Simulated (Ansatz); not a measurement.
The parent structure is TiN in the rock salt structure (space group Fm-3m, No. 225; a = 4.2040 Å). Axes: x, y, z lie along the cube axes.

The values are results of DFT with PBEsol, PAW potentials and a 420 eV plane-wave cutoff in Ansatz (a quantum-chemistry and plane-wave program), without spin-orbit coupling, not measurements.

Before the change:

```
Item                             Value
-----------------------------  -------
Shortest interatomic distance  2.102 Å
```

It is then changed as follows: a free-standing slab of 7 layers (14 atoms, 2 a layer) is cut normal to the z axis, with 15 Å of vacuum and the in-plane cell held at bulk.

Problem. How does this affect the shortest interatomic distance?

Solution. The shortest interatomic distance decreases by 0.124 Å (2.102 Å → 1.978 Å).

Problem. What happens to the change of the spacing d23 from its bulk value of 2.102 Å?

Solution. The change of the spacing d23 from its bulk value of 2.102 Å amounts to -0.1 %.

Problem. What does the calculation give for the excess energy per area of both faces after the change?

Solution. The excess energy per area of both faces (slab less bulk energy over the cell's area: twice a surface energy) amounts to 3.1 J/m² (uncertain by up to 0.3 J/m²).

Problem. What does the calculation give for the change of the spacing d12 from its bulk value of 2.102 Å after the change?

Solution. The change of the spacing d12 from its bulk value of 2.102 Å is -1.3 %.

The excess energy carries the mismatch between the slab's and the bulk's meshes. No phonon test of stability was made. All final runs are without spin polarisation. An odd electron count without spin: TiN.
